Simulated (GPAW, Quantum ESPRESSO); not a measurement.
A GPAW input for a self-consistent single point of MgF₂ (P4_2/mnm, 6 atoms in the cell) (DFT LDA (Perdew-Wang 92), plane waves, GPAW PAW datasets LDA (gpaw-data 1.0.1)):

```python
from ase import Atoms
from ase.units import GPa
from gpaw import GPAW, PW, FermiDirac

atoms = Atoms(['Mg', 'Mg', 'F', 'F', 'F', 'F'],
              cell=[[4.732728, 0.000000, 0.000000],
                    [0.000000, 4.732728, 0.000000],
                    [0.000000, 0.000000, 3.124420]],
              scaled_positions=[[0.000000, 0.000000, 0.000000],
                                [0.500000, 0.500000, 0.500000],
                                [0.303000, 0.303000, 0.000000],
                                [0.803000, 0.197000, 0.500000],
                                [0.197000, 0.803000, 0.500000],
                                [0.697000, 0.697000, 0.000000]],
              pbc=True)

calc = GPAW(mode=PW(950),
            xc='LDA',
            kpts={'size': (4, 4, 6), 'gamma': True},
            occupations=FermiDirac(0.02),
            nbands=-4,
            convergence={'bands': -2},
            symmetry={'symmorphic': False, 'tolerance': 0.0005},
            maxiter=100,
            txt='-')

atoms.calc = calc

energy = atoms.get_potential_energy()
print('Energy (eV):', round(energy, 6))
forces = atoms.get_forces()
print('Forces (eV/Ang):')
print(forces.round(5))
stress = atoms.get_stress()
print('Stress (GPa, Voigt):', (stress / GPa).round(4))
```

Problem. Write the same calculation as an input for Quantum ESPRESSO.

Solution. One input that does it (others would too):

```fortran
&CONTROL
 calculation = 'scf'
 prefix = 'run'
 outdir = './tmp'
 pseudo_dir = './'
 tprnfor = .true.
 tstress = .true.
/
&SYSTEM
 ibrav = 0
 nat = 6
 ntyp = 2
 ecutwfc = 40
 ecutrho = 200
 occupations = 'smearing'
 smearing = 'fermi-dirac'
 degauss = 0.00147
/
&ELECTRONS
 conv_thr = 1.0d-10
 mixing_beta = 0.4
/
ATOMIC_SPECIES
Mg    24.3050  mg_lda_v1.4.uspp.F.UPF
F     18.9984  f_lda_v1.4.uspp.F.UPF
ATOMIC_POSITIONS {crystal}
Mg    0.0000000000    0.0000000000    0.0000000000
Mg    0.5000000000    0.5000000000    0.5000000000
F     0.3030000000    0.3030000000    0.0000000000
F     0.8030000000    0.1970000000    0.5000000000
F     0.1970000000    0.8030000000    0.5000000000
F     0.6970000000    0.6970000000    0.0000000000
K_POINTS {automatic}
4 4 6  0 0 0
CELL_PARAMETERS {angstrom}
   4.7327280000     0.0000000000     0.0000000000
   0.0000000000     4.7327280000     0.0000000000
   0.0000000000     0.0000000000     3.1244200000
```

Basis, cutoffs, solver keys and any potentials are the target program's own. This input uses DFT, LDA (PZ), plane waves, GBRV 1.5 ultrasoft (LDA) pseudopotentials. LDA parametrisations can differ slightly between programs.

The starting cell has typed, rounded lattice constants, without a prior relaxation at this level. Its lattice was rescaled by a random factor within 2.5 % of one.
